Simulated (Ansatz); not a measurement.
## Convergence series on SrZn₂ (Imma, 6 atoms in the cell)

```
SrZn2
1.0
   -2.38950     3.89750     3.91000
    2.38950    -3.89750     3.91000
    2.38950     3.89750    -3.91000
Sr Zn
2 4
Cartesian
  0.00000   1.94875   0.40664
  2.38950   1.94875   3.50336
  2.38950   3.42200  -1.29030
  0.00000   4.37300   2.61970
  0.00000   0.47549   5.20030
  2.38950  -0.47550   1.29030
```

Level of theory: r2SCAN, default PAW files made with PBE (plane waves; Ansatz, a program for electronic structure).

The starting cell comes from a database of published, mostly measured structures (it also holds non-ambient and calculated ones), without a prior relaxation at this level. Ansatz's pressure includes its estimate of the finite-basis (Pulay) stress.

Held fixed: kpoints.mp_grid.grid = 5 5 5; hamiltonian.xc = r2scan; hamiltonian.pseudopotentials = {kind: paw} (the program's default PAW files); scf.occupations.method = gaussian; scf.occupations.width = 0.1 eV.

ΔF is the free energy per atom less that of the last row (1000 eV).

The first pressure column holds Ansatz's estimate of the finite-basis (Pulay) stress, which hides part of the cutoff error; the other is without it.

```tsv
basis.ecutwfc	ΔF (meV/atom)	pressure (GPa)	largest force (eV/Å)	pressure at a fixed set of plane waves (GPa)	plane waves	iterations
200 eV	4610.1	-1.79	0.206	-132.16	933	9
250 eV	766.0	-0.21	0.151	-35.02	1319	8
300 eV	72.1	-1.23	0.160	-6.22	1719	8
350 eV	___	-1.37	0.165	-1.67	2163	7
400 eV	3.9	-1.39	0.165	-1.46	2651	7
450 eV	___	-1.39	0.165	-1.45	3189	7
500 eV	1.08	-1.39	0.165	-1.41	3669	8
575 eV	0.64	-1.39	0.165	-1.39	4573	8
650 eV	0.42	-1.39	0.165	-1.39	5485	8
750 eV	0.24	-1.39	0.165	-1.39	6851	7
875 eV	0.08	-1.39	0.165	-1.39	8563	7
1000 eV	0.00	-1.39	0.165	-1.39	10529	7
```

Fill in the missing entries.


- 350 eV, ΔF (meV/atom): 7.3
- 450 eV, ΔF (meV/atom): 2.1

Keys are those of Ansatz 0.2.
